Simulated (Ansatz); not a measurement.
# TiO2: pressure series

The parent structure is TiO2 in the anatase structure (space group I4_1/amd, No. 141; a = 3.7697 Å, c = 9.5521 Å).

Cell and atoms are relaxed at each pressure.

The values are results of Kohn–Sham DFT with the PBEsol functional, run in Ansatz (a program for electronic structure) with PAW and 420 eV plane waves, no SOC, not measurements.

```csv
case,shortest interatomic distance,band gap
base,1.928 Å,2.11 eV
pressure −2 GPa,?,?
pressure −1 GPa,1.931 Å,2.11 eV
pressure 0.3 GPa,1.927 Å,2.11 eV
pressure 0.7 GPa,1.926 Å,2.10 eV
pressure 1.5 GPa,1.924 Å,2.10 eV
pressure 3 GPa,1.920 Å,2.08 eV
pressure 5 GPa,1.915 Å,2.06 eV
pressure 7.5 GPa,1.909 Å,2.04 eV
pressure 10 GPa,1.904 Å,2.00 eV
```

### Question
What belongs in the blanks?

### Answer

- pressure −2 GPa, shortest interatomic distance: 1.934 Å
- pressure −2 GPa, band gap: 2.12 eV

Load acts through the strain it causes; cell and atoms are relaxed under it. Stability against distortions was not tested. Competing high-pressure phases were not computed. The base started in C2/c and relaxed to I4_1/amd at this level. The final runs are not spin-polarised.
